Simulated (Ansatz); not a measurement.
# B in the diamond structure (space group Fd-3m, No. 227; a hypothetical phase, not in the database extracts checked)

```xyz
2
Lattice="0.0000 2.0162 2.0162 2.0162 0.0000 2.0162 2.0162 2.0162 0.0000" Properties=species:S:1:pos:R:3 pbc="T T T"
B      1.0081     1.0081     1.0081
B      0.0000     0.0000     0.0000
```

All numbers come from PBEsol (Ansatz, a quantum-chemistry and plane-wave program), no SOC. k-mesh 20×20×20 (Γ-centred); smearing 0.05 eV (Fermi–Dirac).

* **Volume per atom**: 8.20 Å³
* **Density**: 2.19 g/cm³
* **Band gap**: zero
* **Total energy**: -151.693 eV/atom (σ→0; compares only within this code and set-up)

Stability against distortions was not tested.
